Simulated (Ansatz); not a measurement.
Results of PBE0 in Ansatz (PAW) for CsCl-type NiAl.

Settings: plane-wave cutoff 460 eV, 10×10×10 k mesh, Fermi–Dirac smearing 0.05 eV, no spin polarisation, scalar-relativistic PAW data made under PBE.

Cell (relaxed at this level):

AlNi is taken in the cubic space group Pm-3m (No. 221), the CsCl type structure, Pearson symbol cP2. Cell: a = b = c = 2.8628 Å, α = β = γ = 90.00°. Al on 1b is surrounded by 8 Ni at 2.479 Å and 6 Al at 2.863 Å. Ni on 1a is surrounded by 8 Al at 2.479 Å and 6 Ni at 2.863 Å. (Neighbours: up to the widest gap in distance over summed covalent radii, below 1.35, at either atom.)

**Question.** What does this level give for the bulk modulus B0 and pressure derivative B′ of the bulk modulus?

**Answer.** 
bulk modulus B0: 174 GPa
pressure derivative B′ of the bulk modulus: 4.2

Measured, for comparison: bulk modulus 156 GPa (room temperature, not corrected to a static lattice; as tabulated in Yamada et al. (2019), arXiv:1910.09660). Computed (rounded) less measured: bulk modulus +12 %.

Note: the run has no spin polarisation, so it can have missed a magnetic state.

Computed values are for the static lattice.

Ansatz is a program for electronic structure.
